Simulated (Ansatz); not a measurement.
Response to strain in HgSe

Base system: HgSe in the zinc blende structure (space group F-43m, No. 216; a = 6.133 Å). Axes: x, y, z lie along the cube axes.

Strains are applied to the cell and any free atomic positions relax; under biaxial strain the out-of-plane vector relaxes too.

Computed with Kohn–Sham DFT with the PBEsol functional, run in Ansatz (a program for electronic structure) with PAW and 420 eV plane waves, spin-orbit coupling left out.

Notes on the quantities. energy relative to the base: free energy F; pressure: mean of the normal stresses, compression positive.

```json
[
 {"case": "base", "shortest interatomic distance": "2.656 Å", "energy relative to the base": "0 meV/atom", "pressure": "0.0 GPa"},
 {"case": "biaxial strain −2.50 %, plane normal [111], relaxed out of plane", "shortest interatomic distance": "2.629 Å", "energy relative to the base": "+9.5 meV/atom", "pressure": "1.4 GPa"},
 {"case": "biaxial strain −1.25 %, plane normal [111], relaxed out of plane", "shortest interatomic distance": "2.643 Å", "energy relative to the base": "+2.4 meV/atom", "pressure": "0.7 GPa"},
 {"case": "biaxial strain −0.83 %, plane normal [111], relaxed out of plane", "shortest interatomic distance": "___", "energy relative to the base": "___", "pressure": "___"},
 {"case": "biaxial strain −0.42 %, plane normal [111], relaxed out of plane", "shortest interatomic distance": "2.652 Å", "energy relative to the base": "+0.3 meV/atom", "pressure": "0.2 GPa"},
 {"case": "biaxial strain +0.42 %, plane normal [111], relaxed out of plane", "shortest interatomic distance": "2.659 Å", "energy relative to the base": "+0.3 meV/atom", "pressure": "-0.2 GPa"},
 {"case": "biaxial strain +0.83 %, plane normal [111], relaxed out of plane", "shortest interatomic distance": "2.662 Å", "energy relative to the base": "+1.0 meV/atom", "pressure": "-0.5 GPa"},
 {"case": "biaxial strain +1.25 %, plane normal [111], relaxed out of plane", "shortest interatomic distance": "2.664 Å", "energy relative to the base": "+2.4 meV/atom", "pressure": "-0.7 GPa"},
 {"case": "biaxial strain +1.67 %, plane normal [111], relaxed out of plane", "shortest interatomic distance": "2.667 Å", "energy relative to the base": "+4.2 meV/atom", "pressure": "-0.9 GPa"},
 {"case": "biaxial strain +2.50 %, plane normal [111], relaxed out of plane", "shortest interatomic distance": "2.670 Å", "energy relative to the base": "+9.4 meV/atom", "pressure": "-1.4 GPa"}
]
```

**Question.** What belongs in the blanks?

**Answer.** 
- biaxial strain −0.83 %, plane normal [111], relaxed out of plane, shortest interatomic distance: 2.648 Å
- biaxial strain −0.83 %, plane normal [111], relaxed out of plane, energy relative to the base: +1.1 meV/atom
- biaxial strain −0.83 %, plane normal [111], relaxed out of plane, pressure: 0.5 GPa

The mesh was chosen for an insulator and is coarse for the gapless case. Whether these cells are dynamically stable was not tested. The final runs are not spin-polarised.
